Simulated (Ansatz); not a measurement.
Fe_Si in silicon: one set of geometries, relaxed with PBE, evaluated in Ansatz (PAW, plane waves to 420 eV, 500 eV under r2SCAN) with PBE, r2SCAN.

Set-up: 64-site cell; 2×2×2 shifted k-points; start: the Si site; no Hubbard U; not converged in cell size.

```
quantity                                                               PBE      r2SCAN
--------------------------------------------------------------------  ----  ----------
host gap (eV)                                                         0.61  (withheld)
neutral formation energy against bcc Fe, ferromagnetic, silicon (eV)  1.94  (withheld)
largest moment on one atom at charge 0 (μB)                           0.00  (withheld)
```

Given the lower rungs, what does r2SCAN give?


- host gap (eV), r2SCAN: 0.79
- neutral formation energy against bcc Fe, ferromagnetic, silicon (eV), r2SCAN: 2.62
- largest moment on one atom at charge 0 (μB), r2SCAN: 0.00

Ansatz is an electronic-structure program.
